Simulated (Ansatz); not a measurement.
```xyz
4
Lattice="1.9998 1.1546 6.5587 -1.9998 1.1546 6.5587 0.0000 -2.3092 6.5587" Properties=species:S:1:pos:R:3 pbc="T T T"
In     0.0000     0.0000     9.8517
Ga     0.0000     0.0000     0.0007
P      0.0000     0.0000     2.3489
P      0.0000     0.0000    12.3936
```

The cell is a database entry relaxed within its symmetry; it need not be the phase found at ambient conditions. Spin-orbit coupling is not included.

**Question.** Give the diagonal Born effective charges atom by atom and the electronic dielectric tensor from linear response, DFT at the PBEsol level (Ansatz, a quantum-chemistry and plane-wave program).

**Answer.** 
| atom | Z*xx | Z*yy | Z*zz |
|---|---|---|---|
| In1 | 2.39 | 2.39 | 2.41 |
| Ga2 | 2.34 | 2.34 | 2.21 |
| P3 | -2.28 | -2.28 | -2.66 |
| P4 | -2.44 | -2.44 | -1.97 |

ε∞ diagonal: 11, 11, 11. The program warned that the k mesh resolves the field response only roughly, so the permittivities are not converged. Away from Γ the polar cell without biaxial strain shows no imaginary mode on a 2×2×2 mesh.
